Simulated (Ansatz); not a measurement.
Consider interstitial Li in beta Ga2O3, charge state +1. Level of theory: PBE, PAW (plane waves to 420 eV; Ansatz, a first-principles code).

160-site cell at the relaxed PBE lattice, the Γ point alone, smearing 0.01 eV, spin-restricted, no finite-size correction. No zero-point or tunnelling terms. The charge state is imposed; whether it is stable for some Fermi level was not computed. Sites that were not tried may lie lower.

Barriers: single points on a 2×2×2 k-point mesh shifted by half a step at the bands' geometries.

The step: a direct jump of one Li atom. Atoms about the jump, Cartesian Å from the middle of the jump, before and after:

```tsv
atom	x0	y0	z0	x1	y1	z1
Li1	0.23	-0.77	-0.20	-0.23	0.77	0.20
O2	-1.37	-0.77	0.55	-1.29	-0.71	0.59
O3	1.29	0.71	-0.59	1.37	0.77	-0.55
O4	0.35	0.75	2.43	0.36	0.77	2.40
Ga5	1.81	0.80	1.22	1.93	0.77	1.29
Ga6	-1.61	0.79	1.80	-1.76	0.77	1.97
Ga7	-1.93	-0.77	-1.29	-1.81	-0.80	-1.22
O8	1.29	-2.25	-0.59	1.24	-2.30	-0.61
O9	-1.24	2.30	0.61	-1.29	2.25	0.59
Ga10	1.76	-0.77	-1.97	1.61	-0.79	-1.80
O11	-0.36	-0.77	-2.40	-0.35	-0.75	-2.43
Ga12	1.81	-2.34	1.22	1.72	-2.33	1.17
O13	2.76	-0.77	1.49	2.78	-0.83	1.51
O14	0.35	-2.29	2.43	0.33	-2.28	2.46
Ga15	-1.72	2.33	-1.17	-1.81	2.34	-1.22
Ga16	-1.61	-2.33	1.80	-1.58	-2.31	1.77
O17	-2.78	0.83	-1.51	-2.76	0.77	-1.49
Ga18	1.58	2.31	-1.77	1.61	2.33	-1.80
O19	-0.33	2.28	-2.46	-0.35	2.29	-2.43
O20	-1.74	-0.77	3.20	-1.75	-0.76	3.23
```

**Question.** Where do these atoms stand at the saddle point, and how high is it?

**Answer.** 
```csv
atom,x,y,z
Li1,0.04,-0.03,0.20
O2,-1.46,-0.81,0.56
O3,1.39,0.78,-0.57
O4,0.36,0.69,2.34
Ga5,1.95,0.83,1.27
Ga6,-1.71,0.77,1.87
Ga7,-1.89,-0.83,-1.29
O8,1.23,-2.24,-0.60
O9,-1.26,2.23,0.60
Ga10,1.66,-0.77,-1.87
O11,-0.36,-0.74,-2.43
Ga12,1.75,-2.32,1.18
O13,2.78,-0.80,1.49
O14,0.33,-2.30,2.43
Ga15,-1.75,2.30,-1.19
Ga16,-1.62,-2.36,1.79
O17,-2.77,0.77,-1.52
Ga18,1.60,2.33,-1.80
O19,-0.33,2.28,-2.46
O20,-1.75,-0.76,3.20
```
It lies 0.31 eV above the start and 0.31 eV above the end. The saddle point's order was not checked.
